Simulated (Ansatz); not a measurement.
Ni₃Sn (Pm-3m, No. 221, 4 atoms in the cell; start mp-11522; a measured phase of this formula has another space group), treated with LDA (PAW; Ansatz, a first-principles code).

Run with plane-wave cutoff 520 eV, 16×16×16 k mesh, Fermi–Dirac smearing 0.05 eV, no spin polarisation, scalar-relativistic PAW data made under PBE.

Cell (relaxed at this level):

```cif
data_Ni3Sn
_chemical_formula_sum 'Ni3 Sn1'
_space_group_name_H-M_alt 'Pm-3m'
_space_group_IT_number 221
_space_group_name_Hall '-P 4 2 3'
_cell_length_a 3.63798
_cell_length_b 3.63798
_cell_length_c 3.63798
_cell_angle_alpha 90.000
_cell_angle_beta 90.000
_cell_angle_gamma 90.000
loop_
_atom_site_label
_atom_site_type_symbol
_atom_site_symmetry_multiplicity
_atom_site_Wyckoff_symbol
_atom_site_fract_x
_atom_site_fract_y
_atom_site_fract_z
_atom_site_occupancy
Ni1 Ni 3 c 0.00000 0.50000 0.50000 1
Sn1 Sn 1 a 0.00000 0.00000 0.00000 1
```

**Question.** What does this level give for the bulk modulus B0?

**Answer.** 
- bulk modulus B0 = 209 GPa

Note: the run has no spin polarisation, so it can have missed a magnetic state; the bulk modulus is −V dP/dV from two relaxed cells at ±2 % in volume; the relaxation could not lower the start's symmetry, so the cell can be a saddle point above a distorted one.

Spin–orbit coupling is not included.

Computed values are for the static lattice.

It cost about 110 core-seconds (a rough figure) of CPU time.

A start named mp-… is a Materials Project structure, which need not be a measured phase.
